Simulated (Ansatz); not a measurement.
GaSb, alloy series

The parent structure is GaSb in the zinc blende structure (space group F-43m, No. 216).

```
GaSb
1.0
    0.00000     3.06622     3.06622
    3.06622     0.00000     3.06622
    3.06622     3.06622     0.00000
Sb Ga
1 1
Direct
  0.75000   0.75000   0.75000
  0.00000   0.00000   0.00000
```

The other end (x = 1) is GaP in the zinc blende structure (space group F-43m, No. 216): 20.25 Å³/atom, gap 1.85 eV.

P replaces a fraction x of Sb; each row is one arrangement (x, atoms in the cell, starting space group or random), fully relaxed.

Computed with r2SCAN in Ansatz (plane waves to 500 eV, PAW, no spin-orbit coupling).

```tsv
case	band gap	shortest interatomic distance
base	0.41 eV	2.655 Å
x(P) = 0.25, 8 atoms, Amm2	zero	2.426 Å
x(P) = 0.333, 6 atoms, P3m1	zero	2.361 Å
x(P) = 0.5, 4 atoms, R3m	zero	2.356 Å
x(P) = 0.5, 8 atoms, P-4m2	0.64 eV	2.421 Å
```

Each cell is one ordered arrangement of few atoms, which overstates ordering effects compared with a random alloy. With Sb present, leaving out spin-orbit coupling can change the band edges. Stability against distortions was not tested. All final runs are without spin polarisation. Gaps under 0.05 eV, about the width of the smearing, are given as zero. A zero or small gap of Ga4Sb3P, Ga3Sb2P and Ga2SbP can be the functional's error rather than a property of the material.

Ansatz is an electronic-structure program.
